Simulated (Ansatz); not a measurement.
An ideal cubic perovskite cell is held by its symmetry; such compounds can tilt or shift off centre at room temperature. The starting structures come from a database of crystals and need not be the phases stable at ambient conditions.

Input:

```
CELL_PARAMETERS angstrom
      4.20893     0.00000     0.00000
      0.00000     4.20893     0.00000
      0.00000     0.00000     4.20893
ATOMIC_POSITIONS crystal
  Zr 0.00000 0.00000 0.00000
  Pb 0.50000 0.50000 0.50000
  O  0.50000 0.00000 0.00000
  O  0.00000 0.50000 0.00000
  O  0.00000 0.00000 0.50000
```

Space group of this cell: Pm-3m, cubic perovskite. The cell is taken as given; by r2SCAN its mean pressure is -5.6 GPa.

Method: r2SCAN (plane waves, PAW; Ansatz, a quantum-chemistry and plane-wave program).

The current runs along the normal of the first two printed vectors; no spin-orbit coupling. Scaled by the factor s: the length along the current (ions clamped). Meshes 8×8×8 and 8×8 across the current in all rows.

```csv
s,mean pressure (GPa),slowest mid-gap decay constant κ (1/Å)
0.97,-0.6,0.199
1.00,-5.6,0.212
1.03,-9.4,?
```

Task: Take the slope of the slowest mid-gap decay constant κ against ln s from the two given rows, extrapolate to s = 1.03, and say what the run there gives.

Result: Slope = (0.199 − 0.212) / ln 0.97 = 0.427 1/Å. The line gives 0.212 + (0.427) × ln 1.03 = 0.225 1/Å. The run gives 0.225 1/Å, as the line does.
